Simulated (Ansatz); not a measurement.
Reference: BP (F-43m), PBEsol, rigid bands (plane waves, PAW, scalar-relativistic; Ansatz, a quantum-chemistry and plane-wave program); geometry: cell and atoms relaxed with PBEsol.

```xyz
2
Lattice="0.0000 2.2601 2.2601 2.2601 0.0000 2.2601 2.2601 2.2601 0.0000" Properties=species:S:1:pos:R:3 pbc="T T T"
B      0.0000     0.0000     0.0000
P      1.1300     1.1300     1.1300
```

| Quantity | Result |
|---|---|
| band gap | 1.11 eV |
| electron conductivity mass | 0.33 mₑ |
| Seebeck coefficient, n-type 1e19 cm⁻³ | -336 μV/K |

### Question
Swap B for In, keeping the structure type. How do these values move?

### Answer
InP (F-43m): volume per atom 11.5 to 25.4 Å³; band gap falls (1.11 eV to 0.57 eV); electron conductivity mass falls (0.33 mₑ to 0.056 mₑ); Seebeck coefficient, n-type 1e19 cm⁻³ falls in size (-336 μV/K to -43 μV/K).

### Question
Replace B by Al on the same sites and relax. What happens?

### Answer
AlP (F-43m): volume per atom 11.5 to 20.5 Å³; band gap rises (1.11 eV to 1.45 eV); electron conductivity mass stays about the same (0.33 mₑ to 0.33 mₑ); Seebeck coefficient, n-type 1e19 cm⁻³ falls in size (-336 μV/K to -263 μV/K).

### Question
Swap P for N, keeping the structure type. How do these values move?

### Answer
BN (F-43m): volume per atom 11.5 to 5.9 Å³; band gap rises (1.11 eV to 4.30 eV); electron conductivity mass rises (0.33 mₑ to 0.39 mₑ); Seebeck coefficient, n-type 1e19 cm⁻³ falls in size (-336 μV/K to -283 μV/K).

Moves up to 5 % count as about the same. Masses are for dilute carriers at 300 K, harmonic means over directions unless an axis is named. Seebeck coefficients are for the stated density at 300 K, with one relaxation time for all states and whether or not that doping can be reached. Spin-orbit coupling is left out.
